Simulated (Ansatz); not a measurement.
## Lattice parameter c of GeSb2Te4 (model structure, started from the GeSb2Te4 type, R-3m, No. 166, 7 atoms in the cell) at several levels of theory

No measured value is used here.

```csv
level (code),value (Å)
PBE (Ansatz),[?]
PBEsol (Ansatz),40.195
PBE-D3(BJ) (Ansatz),40.183
```

**Question.** Some entries are withheld; supply them.

**Answer.** 
- PBE (Ansatz, a quantum-chemistry and plane-wave program), value (Å): 42.116

PBE-D3(BJ): a distance lies near a switch of the dispersion term, which can move the cell. Ansatz's density-functional and Hartree–Fock values are scalar-relativistic unless marked +SOC, with PAW data made under PBE.

A model structure was made by putting elements into a prototype or built by hand; it is no filed structure, need not be a known phase, and can be a saddle point held by its symmetry.
